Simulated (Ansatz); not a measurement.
The parent structure is Re in the hcp (Mg type) structure (space group P6_3/mmc, No. 194; a = 2.7519 Å, c = 4.4401 Å; relaxed with 0.1 eV smearing). Axes: x lies along a and z along c of the hexagonal cell.

Calculations: Kohn–Sham DFT with the PBEsol functional, run in Ansatz (a program for electronic structure) with PAW and 420 eV plane waves, without spin-orbit coupling.

One thing is altered: tensor shear ε_xz = +1.14 % (engineering shear γ = 0.0228), atoms relaxed at fixed cell.

Predict the stress tensor and what it implies for the stiffness.

Stress of the strained cell less that of the base (GPa, compression positive):
```
    0.1     0.0    -3.9
    0.0     0.2     0.0
   -3.9     0.0     0.2
```

Then −Δσ/γ with γ = 2ε = 0.0228 gives relaxed-ion elastic constants: C55 ≈ 172 GPa.

As a check, the harmonic strain energy −½ V₀ Δσ:ε is 4.1 meV/atom; the computed energy rise is 4.1 meV/atom.

Stability against distortions was not tested. All final runs are without spin polarisation.
